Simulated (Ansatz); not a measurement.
White tin (β-Sn), treated with BLYP (Ansatz, a quantum-chemistry and plane-wave program, PAW).

Run with plane-wave cutoff 520 eV, 20×20×20 k mesh, Fermi–Dirac smearing 0.05 eV, scalar-relativistic PAW data made under PBE.

The cell is scaled about its equilibrium volume:

Shape and atoms are relaxed at each volume.

```csv
V (Å³/atom),P (GPa),c (Å),a (Å)
29.942,1.59,3.271,6.051
30.566,0.75,3.295,6.091
31.190,0.00,3.319,6.131
31.813,-0.66,3.341,6.171
32.437,-1.25,3.367,6.208
```

Note: the cell is over a tenth larger than the published one: the level's own overestimate first of all, though another phase or state, or a fault of the published cell, is possible; the bulk modulus comes from volumes at which shape and atoms were relaxed.
